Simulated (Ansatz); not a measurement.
**A computed series for MgTe: response to strain**

The parent structure is MgTe in the zinc blende structure (space group F-43m, No. 216; a = 6.3681 Å). Axes: x, y, z lie along the cube axes.

Strains are applied to the cell and any free atomic positions relax; under biaxial strain the out-of-plane vector relaxes too.

The values are results of LDA (Ansatz, a first-principles code; PAW; 420 eV plane waves; no spin-orbit coupling), not measurements.

```json
[
 {"change": "base", "out-of-plane strain": "–", "electron mass": "0.16 mₑ (at Γ)"},
 {"change": "biaxial strain −2.50 %, plane normal [111], relaxed out of plane", "out-of-plane strain": "+2.21 %", "electron mass": "0.15 mₑ out of plane, 0.17 mₑ in plane (at Γ)"},
 {"change": "biaxial strain −2.08 %, plane normal [111], relaxed out of plane", "out-of-plane strain": "+1.84 %", "electron mass": "0.15 mₑ out of plane, 0.17 mₑ in plane (at Γ)"},
 {"change": "biaxial strain −1.67 %, plane normal [111], relaxed out of plane", "out-of-plane strain": "[?]", "electron mass": "0.15 mₑ out of plane, 0.17 mₑ in plane (at Γ)"},
 {"change": "biaxial strain −0.83 %, plane normal [111], relaxed out of plane", "out-of-plane strain": "[?]", "electron mass": "–"},
 {"change": "biaxial strain −0.42 %, plane normal [111], relaxed out of plane", "out-of-plane strain": "[?]", "electron mass": "0.16 mₑ (at Γ)"},
 {"change": "biaxial strain +0.42 %, plane normal [111], relaxed out of plane", "out-of-plane strain": "-0.35 %", "electron mass": "0.16 mₑ (at Γ)"},
 {"change": "biaxial strain +1.25 %, plane normal [111], relaxed out of plane", "out-of-plane strain": "-1.07 %", "electron mass": "0.17 mₑ out of plane, 0.16 mₑ in plane (at Γ)"},
 {"change": "biaxial strain +1.67 %, plane normal [111], relaxed out of plane", "out-of-plane strain": "-1.43 %", "electron mass": "0.17 mₑ out of plane, 0.16 mₑ in plane (at Γ)"},
 {"change": "biaxial strain +2.50 %, plane normal [111], relaxed out of plane", "out-of-plane strain": "-2.15 %", "electron mass": "0.17 mₑ out of plane, 0.15 mₑ in plane (at Γ)"}
]
```

Problem. Some entries are withheld; estimate them.

Solution. 
- biaxial strain −1.67 %, plane normal [111], relaxed out of plane, out-of-plane strain: +1.48 %
- biaxial strain −0.83 %, plane normal [111], relaxed out of plane, out-of-plane strain: +0.74 %
- biaxial strain −0.42 %, plane normal [111], relaxed out of plane, out-of-plane strain: +0.38 %

With Te present, leaving out spin-orbit coupling can change the band edges. The levels and masses belong to the bands next to the band gap. Effective masses come from finite differences of ±0.01 Å⁻¹. No phonon test of stability was made.
